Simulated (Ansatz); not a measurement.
System: A15 V₃Si (cubic form, which distorts at low temperature). Method: RPBE (plane waves, PAW; Ansatz, a program for electronic structure).

Run with plane-wave cutoff 520 eV, 12×12×12 k mesh, Fermi–Dirac smearing 0.05 eV, no spin polarisation, scalar-relativistic PAW data made under PBE.

Energies at three volumes about the minimum:

| V (Å³/atom) | E − E_lowest (meV/atom) |
|---|---|
| 12.998 | 3.14 |
| 13.263 | 0.00 |
| 13.528 | 2.90 |

**Question.** Fit a parabola by hand: where is the minimum, what lattice constant follows, and what is the bulk modulus?

**Answer.** Slopes: (0.00 − 3.14)/(13.263 − 12.998) = -11.849 and (2.90 − 0.00)/(13.528 − 13.263) = 10.943 meV/Å³. Curvature E″ = 2 × (10.943 − (-11.849))/(13.528 − 12.998) = 86.008 meV/Å⁶. From the middle of the first interval, the slope vanishes at V0 = 13.1305 − (-11.849)/86.008 = 13.268 Å³/atom. B = V0 E″ = 13.268 × 86.008 meV/Å³ × 0.1602 GPa per meV/Å³ = 183 GPa. With 8 atoms in the cube, a = (8 × 13.268)^(1/3) = 4.735 Å. The full Birch–Murnaghan fit to all volumes gives V0 = 13.264 Å³/atom and B0 = 182 GPa.

Measured, for comparison: bulk modulus 171 GPa (300 K, no zero-point or thermal correction, our sources range from 171 to 176; as tabulated in Lu and Klein (1997), arXiv:cond-mat/9704251); lattice constant a 4.724 Å (temperature not stated, no zero-point or thermal correction; as tabulated in Zeng et al. (2023), arXiv:2309.11055). Computed (rounded) less measured: bulk modulus +6 % (+3 % to +6 % over the range). A static lattice is as a rule a little smaller and stiffer than an uncorrected measurement, which narrows the difference in the bulk modulus and would widen misses of the other sign.

Note: symmetry holds this phase in the static calculation, where it need not be a minimum.
